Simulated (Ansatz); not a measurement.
We consider cubic perovskite KNiF3, described by LDA (plane waves, hard PAW; Ansatz, a first-principles code).

Numerical settings: plane-wave cutoff 1050 eV, 8×8×8 k mesh, Fermi–Dirac smearing 0.05 eV, magnetic order G, spin-polarised with opposed moments.

Cell (relaxed at this level):

```xyz
10
Lattice="0.0000 3.8945 3.8945 3.8945 0.0000 3.8945 3.8945 3.8945 0.0000" Properties=species:S:1:pos:R:3 pbc="T T T"
K      0.0000     0.0000     0.0000
K      3.8945     3.8945     3.8945
Ni     1.9472     1.9472     1.9472
Ni     5.8417     5.8417     5.8417
F      1.9472     1.9472     0.0000
F      1.9472     1.9472     3.8945
F      0.0000     1.9472     1.9472
F      3.8945     1.9472     1.9472
F      1.9472     0.0000     1.9472
F      1.9472     3.8945     1.9472
```

Task: What does this level give for the band gap?

Result: 
band gap: 1.03 eV (on the SCF k mesh)

Note: the magnetic order was assumed, not searched for or taken from measurement; the volume lies 8 % below that of the published cell.

Computed values are for the static lattice.

Cost on a shared machine: roughly 4 core-minutes.
